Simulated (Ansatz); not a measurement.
The starting structures come from a database of crystals and need not be the phases stable at ambient conditions.

By PBEsol, the system below comes out a metal.

Without scattering a metal conducts by its projected Fermi surface.

Given:

```yaml
crystal:
  lattice:
    - [4.07493, 0.00000, 0.00000]
    - [0.00000, 4.07493, 0.00000]
    - [2.03747, -2.03747, 8.32611]
  atoms:
    - { symbol: Y, position: [0.50000, 0.50000, 0.00000] }
    - { symbol: Y, position: [0.75000, 0.75000, 0.50000] }
    - { symbol: Ge, position: [0.17201, 0.32799, 0.65598] }
    - { symbol: Ge, position: [0.92201, 0.07799, 0.15598] }
    - { symbol: Ge, position: [0.07799, 0.92201, 0.84402] }
    - { symbol: Ge, position: [0.32799, 0.17201, 0.34402] }
```

Space group of this cell: I4_1/amd. The cell is strained (lengths across the current scaled by 1.02, ions clamped); by PBEsol its mean pressure is -5.6 GPa.

The current flows along the normal of the first two printed cell vectors, the (001) (indices of the unstrained crystal) plane of the conventional cell. No spin-orbit coupling; the value is a mean over 0.1 eV about the Fermi level.

Problem. Compute, with PBEsol in Ansatz (a first-principles code), the ballistic conductance per area.

Solution. 0.45 × 10¹⁵ S/m² for both spins.
